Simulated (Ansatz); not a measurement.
The parent structure is MgH₂ in the CdI2 type structure (space group P-3m1, No. 164; a = 2.973 Å, c = 3.991 Å; a hypothetical phase, not in the database extracts checked). Axes: x lies along a and z along c of the hexagonal cell.

Calculations: Ansatz (a program for electronic structure), PBEsol-D3(BJ), PAW, cutoff 420 eV, spin-orbit coupling left out.

Perturbation: the cell is stretched by 0.74 % along x with no lateral relaxation, atoms relaxed at fixed cell.

Question: Predict the stress tensor and what it implies for the stiffness.

Answer: Stress of the strained cell less that of the base (GPa, compression positive):
```
  -0.91    0.00    0.00
   0.00   -0.21   -0.03
   0.00   -0.03   -0.02
```

Then −Δσ_ii/ε with ε = 0.0074 gives relaxed-ion elastic constants: C11 ≈ 123 GPa.

Whether these cells are dynamically stable was not tested.
